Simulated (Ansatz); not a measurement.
BaZrO3: stress against strain

BaZrO3 (cubic perovskite, Pm-3m, 14.614 Å³/atom at rest, cube axes along x, y and z) under a strain ε along a cube axis (axis z), the other axes held. PBEsol in Ansatz, a plane-wave DFT program (PAW, default set), 420 eV, 8×8×8 Γ-centred mesh, Fermi-Dirac smearing 0.05 eV; ions are relaxed within the symmetry of each cell. Stress is positive for a compressed cell.

Here s stands for strain and y for stress zz.

```csv
strain (%),stress zz (GPa)
-1.20,4.14
-0.60,2.00
0.00,-0.01
0.60,-1.88
1.20,-3.65
3.00,?
```

The 5 complete rows are fitted with a straight line, y against s. Means: s 0, y 0.120. About the means, the sum of products is -11.676 and the sum of squares of s is 3.6000; the slope is their ratio. Least squares gives y = 0.120 - 3.2433·s. Residuals (row less fit): 0.128, -0.066, -0.130, -0.054, 0.122; standard error 0.136 (degrees of freedom: 3). The slope gives the elastic constant C11 = 324 ± 7 GPa.

### Question
Predict the withheld y at s = 3.00 from the fit, and compare with the calculation.

### Answer
y = 0.120 - 3.2433 × 3.0 = -9.610 GPa. The calculation gives -8.28 GPa, 1.330 GPa above the prediction (10.7 % of the range of y in the table). The row lies outside the fitted rows, so this is an extrapolation. From the scatter of the fitted rows alone, a prediction at this place has a standard error of 0.261 GPa, so the miss is 5.1 times that.

One order more, fitted to all 11 runs of the series, follows each within 0.04, so the miss is the next term of a smooth law. The primitive cell can neither tilt nor turn polar against its symmetry, as such crystals can under strain. Rows are the converged runs of the series near zero and its far end; series whose fitted rows scatter by over a few per cent of the range, as at a crossing or softening among them, aren't shown in this form. Most that stay on the fit to the last digits aren't either.
